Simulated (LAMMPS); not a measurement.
Fault surfaces of Cu (fcc) on several planes, rigid shifts with relaxation along the normal.

Model: classical force field (static), pair style eam/alloy, file Cu_zhou.eam.alloy, run in LAMMPS.

```tsv
plane	largest on the first line	largest on the surface	first line along
(001)	720 mJ/m²	1100 mJ/m²	[1-10]
(110)	1520 mJ/m²	1990 mJ/m²	[001]
(111)	478 mJ/m²	774 mJ/m²	[1-10]
```
